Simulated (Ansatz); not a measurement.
Ta2O5 (I4/mmm, No. 139, 7 atoms in the cell; start mp-1218001), treated with dielectric-dependent PBEsol hybrid in Ansatz (PAW).

Run with plane-wave cutoff 460 eV, 6×6×6 k mesh, Fermi–Dirac smearing 0.01 eV, scalar-relativistic PAW data made under PBE.

Cell (relaxed with PBEsol):

```
Ta2O5
1.0
   -2.62040     2.62040     4.79152
    2.62040    -2.62040     4.79152
    2.62040     2.62040    -4.79152
Ta O
2 5
Direct
  0.19664   0.19664   0.00000
  0.80336   0.80336   0.00000
  0.00000   0.00000   0.00000
  0.50000   0.00000   0.00000
  0.00000   0.00000   0.50000
  0.00000   0.50000   0.00000
  0.50000   0.50000   0.50000
```

Q: Give the computed band gap.

A: 
- band gap: 3.70 eV (on the SCF k mesh)

Note: cell and atoms aren't relaxed at this level (largest force component 0.15 eV/Å, pressure -3.2 GPa).

Spin–orbit coupling is not included.

Cost on a shared machine: about 7 core-minutes (a rough figure).

A start named mp-… is a Materials Project structure, which need not be a measured phase.

Ansatz is a quantum-chemistry and plane-wave program.
